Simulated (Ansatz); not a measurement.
# Pressure series in AlP

Take AlP in the zinc blende structure (space group F-43m, No. 216; a = 5.507 Å) as the base.

Cell and atoms are relaxed at each pressure.

All numbers come from PBE/PAW in Ansatz (a quantum-chemistry and plane-wave program), no spin-orbit coupling, earlier PAW set.

```
pressure (GPa)  volume per atom (Å³/atom)
--------------  -------------------------
-2                                 21.417
0                                  20.880
0.9                                20.658
2.1                                20.381
4.5                                     ?
9                                  19.077
15                                 18.208
22.5                               17.332
30                                 16.618
```

Problem. Fit the third-order Birch–Murnaghan form P(V) = (3B₀/2)[(V₀/V)^(7/3) − (V₀/V)^(5/3)]·[1 + (3/4)(B₀′ − 4)((V₀/V)^(2/3) − 1)] (squares taken in P) to the rows shown and predict the withheld row.

Solution. Least squares on the printed values gives V₀ = 20.879 Å³/atom, B₀ = 83.3 GPa, B₀′ = 4.0; this predicts 19.881 Å³/atom, and the run gives 19.876 Å³/atom, 0.005 lower.

Load acts through the strain it causes; cell and atoms are relaxed under it. Whether these cells are dynamically stable was not tested. Measured, AlP leaves this structure (for the NiAs type) near 14.2 GPa (temperature not stated; as listed in Datta, Sujoy, Jana, Debnarayan, arXiv (2020)), on rising pressure, with hysteresis.
